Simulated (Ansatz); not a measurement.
Al2O3 (Pbcn, No. 60, 20 atoms in the cell; start mp-1938; a measured phase of this formula has another space group), treated with LDA in Ansatz (PAW).

Numerical settings: plane-wave cutoff 520 eV, 6×8×8 k mesh (along the axes of the cell as run), Fermi–Dirac smearing 0.01 eV, scalar-relativistic PAW data made under PBE.

Cell (relaxed at this level):

```yaml
crystal:
  lattice:
    - [6.96190, 0.00000, 0.00000]
    - [0.00000, 4.76775, 0.00000]
    - [0.00000, 0.00000, 4.90379]
  atoms:
    - { symbol: Al, position: [0.39026, 0.25218, 0.03139] }
    - { symbol: Al, position: [0.60974, 0.74782, 0.96861] }
    - { symbol: Al, position: [0.10974, 0.24782, 0.53139] }
    - { symbol: Al, position: [0.89026, 0.75218, 0.46861] }
    - { symbol: Al, position: [0.89026, 0.24782, 0.96861] }
    - { symbol: Al, position: [0.10974, 0.75218, 0.03139] }
    - { symbol: Al, position: [0.60974, 0.25218, 0.46861] }
    - { symbol: Al, position: [0.39026, 0.74782, 0.53139] }
    - { symbol: O, position: [0.65384, 0.10743, 0.10232] }
    - { symbol: O, position: [0.34616, 0.89257, 0.89768] }
    - { symbol: O, position: [0.84616, 0.39257, 0.60232] }
    - { symbol: O, position: [0.15384, 0.60743, 0.39768] }
    - { symbol: O, position: [0.15384, 0.39257, 0.89768] }
    - { symbol: O, position: [0.84616, 0.60743, 0.10232] }
    - { symbol: O, position: [0.34616, 0.10743, 0.39768] }
    - { symbol: O, position: [0.65384, 0.89257, 0.60232] }
    - { symbol: O, position: [0.00000, 0.04985, 0.25000] }
    - { symbol: O, position: [0.00000, 0.95015, 0.75000] }
    - { symbol: O, position: [0.50000, 0.45015, 0.75000] }
    - { symbol: O, position: [0.50000, 0.54985, 0.25000] }
```

### Question
Give the computed band gap.

### Answer

- band gap = 5.89 eV (on the SCF k mesh)

Note: the relaxation could not lower the start's symmetry, so the cell can be a saddle point above a distorted one.

It cost roughly 10 core-minutes of CPU time.

A start named mp-… is a Materials Project structure, which need not be a measured phase.

Ansatz is a first-principles code.
